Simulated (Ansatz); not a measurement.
Structures of equal composition on the (0001) surface of hcp Ti: a pseudomorphic layer of Ge in the host's stacking; a pseudomorphic layer of Ge in the other hollow. The slabs share one bottom face, and each structure is named by its start. These are constructed structures in small cells; real faces may alloy, dewet or reconstruct in larger ones, and not all known structures of the face are among them. Slabs of about 12 Å with all that they carry, Fermi-Dirac smearing of 0.1 eV. Bottom of the slabs: a bare face, its two planes held. Relaxed from the named starts with such symmetry as they have, on meshes of like density; energies extrapolated to zero smearing; no spin-orbit coupling, no U. Spin-polarised runs, if any, are marked in brackets, and their order is one that fits the cell; the others ran without spin.

Level of theory: PBE (plane waves to 420 eV, PAW; Ansatz, a program for electronic structure).

Problem. Put the candidates in order of energy per 1x1 cell, lowest first, for PBE.

Solution. a pseudomorphic layer of Ge in the other hollow (0.000 eV), a pseudomorphic layer of Ge in the host's stacking (0.035 eV)
